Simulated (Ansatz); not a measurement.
MoSi2 under a change: Mo interstitial (started 1.61 Å from the nearest host atom), symmetric start

Take a 9-atom supercell of MoSi₂ (space group I4/mmm, No. 139; a = 3.217 Å, c = 7.873 Å) at its relaxed geometry as the base.

Now apply this change: one Mo atom is added in an open site, starting 1.61 Å from the nearest host atom, atoms relaxed at fixed cell.

Computed with PBE (Ansatz, a program for electronic structure; PAW; 420 eV plane waves; without spin-orbit coupling), earlier PAW set. k-mesh 9×9×9 (Γ-centred); smearing 0.05 eV (Fermi–Dirac).

The pressure goes from zero to 57.9 GPa and the final site of the added atom amounts to 2 Mo at 2.36 Å and 8 Si at 2.40–2.77 Å.

Final structure:

```
CELL_PARAMETERS angstrom
     -1.60850     1.60850     3.93661
      1.60850    -1.60850     3.93661
      6.43402     3.21701     0.00000
ATOMIC_POSITIONS crystal
  Mo 0.00000 0.00000 0.00000
  Mo 0.48534 0.51466 0.28698
  Mo 0.51466 0.48534 0.71302
  Si 0.33295 0.33295 0.00000
  Si 0.94404 0.61913 0.32085
  Si 0.61913 0.94404 0.67915
  Si 0.66705 0.66705 0.00000
  Si 0.38087 0.05596 0.32085
  Si 0.05596 0.38087 0.67915
  Mo 0.00000 0.00000 0.50000
```

The cell is small, so the values are those of an ordered compound at a high defect concentration; dilute-limit values will differ. The defect started on the symmetric site and kept its symmetry, so it may sit on a saddle. The final runs are not spin-polarised. The defect cell is not spin-polarised.
